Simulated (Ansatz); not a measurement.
The parent structure is MgS in the rock salt structure (space group Fm-3m, No. 225; a = 5.182 Å). Axes: x, y, z lie along the cube axes.

Levels (all Ansatz, a program for electronic structure, PAW): PBEsol (420 eV, no spin-orbit coupling); r2SCAN (500 eV, scalar-relativistic without spin-orbit coupling).

Its gap is 2.73 eV with PBEsol and 3.49 eV with r2SCAN.

It is then changed as follows: strain tensor (xx, yy, zz, yz, xz, xy) = (+1.63, +1.73, +1.46, −0.68, +0.41, −0.89) %; the atoms relax in the strained cell.

With PBEsol the gap becomes 2.53 eV.

Q: If the r2SCAN correction stayed the same, what would the r2SCAN gap be, and what does the r2SCAN run give?

A: A rigid correction of +0.76 eV gives 3.29 eV. The r2SCAN run gives 3.28 eV, so the two effects roughly add.

Single points use the geometry relaxed with PBEsol. Stability against distortions was not tested.
